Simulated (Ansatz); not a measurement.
Consider the following.

```
MgTe
1.0
    0.00000     3.18405     3.23181
    3.18405     0.00000     3.23181
    3.18405     3.18405     0.00000
Mg Te
1 1
Direct
  0.00000   0.00000   0.00000
  0.25000   0.25000   0.25000
```

No spin polarisation.

Computed with LDA (Ansatz, a program for electronic structure; PAW; 420 eV plane waves; no SOC). Settings: 9×9×9 k-points, 0.05 eV Fermi–Dirac smearing.

Estimate the band gap.

2.30 eV.

Predict the stress (xx, yy, zz, yz, xz, xy; compression positive).

(-0.48, -0.48, -0.71, 0.00, 0.00, 0.00) GPa.

What is the computed valence-band top at Γ (three highest levels, from the VBM)?

0.00, 0.00, -0.04 eV.

With Te present, leaving out spin-orbit coupling can change the band edges. The cells carry an imposed strain or load. Stability against distortions was not tested. The cell was made from MgTe in the zinc blende structure (space group F-43m, No. 216) by this change: uniaxial strain ε_zz = +1.50 %.
